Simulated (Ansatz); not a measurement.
**Effect of biaxial strain +0.42 %, plane normal [111], relaxed out of plane on Si**

Start from Si in the diamond structure (space group Fd-3m, No. 227; a = 5.444 Å). Axes: x, y, z lie along the cube axes.

The change: tensile biaxial strain of 0.42 % in the plane normal to [111], as in epitaxy on a mismatched substrate; the out-of-plane cell vector and the atoms relax.

The values are results of plane-wave PAW DFT at the r2SCAN level (Ansatz, a first-principles code, 500 eV), no spin-orbit coupling, not measurements. k-mesh 10×10×10 (Γ-centred); smearing 0.05 eV (Fermi–Dirac).

The volume per atom goes up by 0.14 Å³ to 20.31 Å³ and the space group becomes R-3m (No. 166) (base: Fd-3m (No. 227)). The shortest interatomic distance hardly moves (235.7 pm against 235.8 pm) and the energy grows by 0.5 meV/atom. The band gap drops by 0.03 eV, from 0.78 eV to 0.75 eV and the gap character amounts to indirect, Γ → F–Γ (13 % along). The smallest direct gap drops by 0.06 eV to 2.68 eV and the hole mass comes out as 0.097 mₑ out of plane, 0.61 mₑ in plane (at Γ). The valence-band top at Γ (three highest levels, from the VBM) becomes 0.00, -0.05, -0.05 eV (base: 0.00, 0.00, 0.00 eV) and the valley order (the lowest conduction-band minima on the path, energy above the VBM, named in the base's zone) goes from a point along ⟨100⟩, about 1.0 Å⁻¹ from Γ 0.78 eV; L along ⟨111⟩ 1.84 eV to a point along [001], about 1.0 Å⁻¹ from Γ 0.75 eV; L along [111] 1.72 eV; L along [1-11] 1.80 eV. The out-of-plane strain amounts to -0.17 % and the mean in-plane stress (compression positive) amounts to -1.0 GPa.

Final structure (turned so that z lies along the plane normal):

```
Si
1.0
    3.86588     0.00000     0.00000
    1.93294     3.34795     0.00000
    1.93294    -1.11598     3.13793
Si
2
Direct
  0.00049   0.99975   0.99926
  0.49951   0.25025   0.75074
```

Masses are band curvatures over ±0.01 Å⁻¹ around the edge. Whether these cells are dynamically stable was not tested. k-point labels follow each cell's own Brillouin zone.
